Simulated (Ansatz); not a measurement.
IrGa (Pm-3m), PBEsol, DFPT electron-phonon coupling, linearised Boltzmann equation (Ansatz, a first-principles code): phonon-limited resistivity 11.3 μΩ·cm at 300 K, current-weighted mean free path 21 nm, Drude plasma energy 4.81 eV.

Task: What is the classical skin depth at 10 GHz (nonmagnetic, μ₀ = 1.257×10⁻⁶ H/m)?

Result: δ = √(ρ/(π f μ₀)) = 1690 nm.

Task: What Drude relaxation time do resistivity and plasma energy imply?

Result: ω_p = 7.31e15 s⁻¹, so τ = 1/(ε₀ ω_p² ρ) = 18.7 fs, a damping ħ/τ of 35.2 meV.

A metal at this level (no band gap). Only scattering by harmonic phonons is included (no impurities, grain boundaries, electron-electron scattering or thermal expansion). Spin-orbit coupling is left out, which matters with elements this heavy. Halving the electron mesh (28x28x28) moves the resistivity by up to 8 % at 300 K, the mean free path by up to 3 %. Smearing 0.20 eV; phonons on a 5x5x5 q mesh, which this run doesn't test.

Formula and space group known from diffraction (Crystallography Open Database), not checked to be the room-temperature form: IrGa (Pm-3m).
